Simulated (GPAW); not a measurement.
**Worked example: self-consistent single point of Be₂Si (Fm-3m, 3 atoms in the cell) in GPAW**

Method of the run: GPAW with PBEsol, LCAO dzp, GPAW PAW datasets PBEsol (made by gpaw-setup).

Input:

```python
from ase import Atoms
from gpaw import GPAW

atoms = Atoms(['Be', 'Be', 'Si'],
              cell=[[0.000000, 2.640000, 2.640000],
                    [2.640000, 0.000000, 2.640000],
                    [2.640000, 2.640000, 0.000000]],
              scaled_positions=[[0.750000, 0.750000, 0.750000],
                                [0.250000, 0.250000, 0.250000],
                                [0.000000, 0.000000, 0.000000]],
              pbc=True)

calc = GPAW(mode='lcao',
            h=0.2,
            basis='dzp',
            xc='PBEsol',
            kpts={'size': (14, 14, 14), 'gamma': True},
            occupations={'name': 'methfessel-paxton', 'width': 0.136, 'order': 0},
            convergence={'density': 1e-05, 'energy': 1e-05},
            symmetry={'symmorphic': False, 'tolerance': 0.0005},
            maxiter=100)

atoms.calc = calc

energy = atoms.get_potential_energy()
print('Energy (eV):', round(energy, 6))
forces = atoms.get_forces()
print('Forces (eV/Ang):')
print(forces.round(5))
```

Output, abridged:

```
Input parameters:
  basis: dzp
  convergence: {density: 1e-05,
                energy: 1e-05}
  h: 0.2
  kpts: {gamma: True,
         size: (14, 14, 14)}
  maxiter: 100
  mode: lcao
  occupations: {name: methfessel-paxton,
                order: 0,
                width: 0.136}
  symmetry: {symmorphic: False,
             tolerance: 0.0005}
  xc: PBEsol

species:
  Be:
    name: Beryllium
    Z: 4.0
    valence: 2
    core: 2
    charge: 0.0
    file: Be.PBEsol.gz

    # LCAO basis set for Be:
    #   Name: dzp
    #   File: Be.dzp.basis.gz
    #   Number of radial functions: 3
    #   Number of spherical harmonics: 5
    #     l=0, rc=8.2188 Bohr: 2s-sz confined orbital
    #     l=0, rc=4.8281 Bohr: 2s-dz split-valence wave
    #     l=1, rc=8.2188 Bohr: p-type Gaussian polarization
    #   Number of RI-basis functions 0

  Si:
    name: Silicon
    Z: 14.0
    valence: 4
    core: 10
    charge: 0.0
    file: Si.PBEsol.gz

    # LCAO basis set for Si:
    #   Name: dzp
    #   File: Si.dzp.basis.gz
    #   Number of radial functions: 5
    #   Number of spherical harmonics: 13
    #     l=0, rc=6.8594 Bohr: 3s-sz confined orbital
    #     l=1, rc=9.0625 Bohr: 3p-sz confined orbital
    #     l=0, rc=3.8906 Bohr: 3s-dz split-valence wave
    #     l=1, rc=5.2344 Bohr: 3p-dz split-valence wave
    #     l=2, rc=9.0625 Bohr: d-type Gaussian polarization
    #   Number of RI-basis functions 0

Reference energy: -8662.749783  # eV

Spin-paired calculation

Convergence criteria:
 Maximum [total energy] change in last 3 cyles: 1e-05 eV / valence electron
 Maximum integral of absolute [dens]ity change: 1e-05 electrons / valence electron
 Maximum integral of absolute [eigenst]ate change: 4e-08 eV^2 / valence electron
 Maximum number of scf [iter]ations: 100

Symmetries present (total): 48
Symmetries with fractional translations: 0
2744 k-points: 14 x 14 x 14 Monkhorst-Pack grid + [1/28,1/28,1/28]
104 k-points in the irreducible part of the Brillouin zone
       k-points in crystal coordinates                weights
   0:     0.00000000    0.00000000    0.00000000          1/2744
   1:     0.07142857    0.07142857    0.00000000          6/2744
   2:     0.07142857    0.07142857    0.07142857          8/2744
   [... 7 lines left out ...]
          ...
 103:     0.50000000    0.50000000    0.50000000          4/2744

Wave functions: LCAO
  Diagonalizer: Serial LAPACK
  Atomic Correction: dense with blas
  Data-type: complex

Occupation numbers: Methfessel-Paxton:
  width: 0.1360  # eV
  order: 0

Eigensolver
   LCAO using direct dense diagonalizer

Densities:
  Coarse grid: 16*16*16 grid
  Fine grid: 32*32*32 grid
  Total Charge: 0.000000

Density mixing:
  Method: separate
  Backend: pulay
  Linear mixing parameter: 0.05
  old densities: 5
  Damping of long wavelength oscillations: 50

Hamiltonian:
  XC and Coulomb potentials evaluated on a 32*32*32 grid
  Interpolation: tri-quintic (5. degree polynomial)
  Poisson solver: FastPoissonSolver using
    Stencil: 12*3+1=37 point O(h^6) finite-difference Laplacian
    FFT axes: [np.int64(0), np.int64(1), np.int64(2)]
    FST axes: []

XC parameters: PBEsol with 2 nearest neighbor stencil

Number of atoms: 3
Number of atomic orbitals: 23
Number of bands in calculation: 9
Number of valence electrons: 8
Bands to converge: occupied

Density initialized from atomic densities

                    Be

           Be

       Si

Atomic positions and initial magnetic moments

Positions:
   0 Be     3.960000    3.960000    3.960000    ( 0.0000,  0.0000,  0.0000)
   1 Be     1.320000    1.320000    1.320000    ( 0.0000,  0.0000,  0.0000)
   2 Si     0.000000    0.000000    0.000000    ( 0.0000,  0.0000,  0.0000)

Unit cell:
           periodic     x           y           z      points  spacing
  1. axis:    yes    0.000000    2.640000    2.640000    16     0.1905
  2. axis:    yes    2.640000    0.000000    2.640000    16     0.1905
  3. axis:    yes    2.640000    2.640000    0.000000    16     0.1905

  Lengths:   3.733524   3.733524   3.733524
  Angles:   60.000000  60.000000  60.000000

Effective grid spacing dv^(1/3) = 0.2079

     iter     time        total  log10-change:
                         energy   eigst   dens
iter:   1 --:--:--   -11.866694        c
iter:   2 --:--:--   -11.859257        c -0.95
iter:   3 --:--:--   -11.842251        c -0.98
iter:   4 --:--:--   -11.836319        c -1.55
iter:   5 --:--:--   -11.836047        c -2.34
iter:   6 --:--:--   -11.836040        c -3.01
iter:   7 --:--:--   -11.836040c       c -3.69
iter:   8 --:--:--   -11.836040c       c -5.11c

Converged after 8 iterations.

Dipole moment: (-0.893837, -0.893837, -0.893837) |e|*Ang

Energy contributions relative to reference atoms: (reference = -8662.749783)

Kinetic:        +18.156467
Potential:      -12.606036
External:        +0.000000
XC:             -17.395143
Entropy (-ST):   -0.003676
Local:           +0.010510
SIC:             +0.000000
--------------------------
Free energy:    -11.837878
Extrapolated:   -11.836040

Showing only first 2 kpts
 Kpt  Band  Eigenvalues  Occupancy
  0     2      7.38122    0.00000
  0     3      7.38122    0.00000
  0     4      7.75437    0.00000
  0     5      7.75508    0.00000

  1     2      6.38112    2.00000
  1     3      7.29422    0.00009
  1     4      7.33660    0.00001
  1     5      8.84377    0.00000

Fermi level: 6.91874

No gap
No difference between direct/indirect transitions
Energy (eV): -11.83604

Forces in eV/Ang:
  0 Be   -0.00000   -0.00000    0.00000
  1 Be    0.00000    0.00000    0.00000
  2 Si    0.00000    0.00000   -0.00000
```

The run converged in 8 iterations.

The starting cell comes from a database of computed structures (which also holds hypothetical and non-ambient phases and stackings), without a prior relaxation at this level. Values carry the incompleteness of an atom-centred basis.

Cost on one core of a shared machine: roughly 2 min.
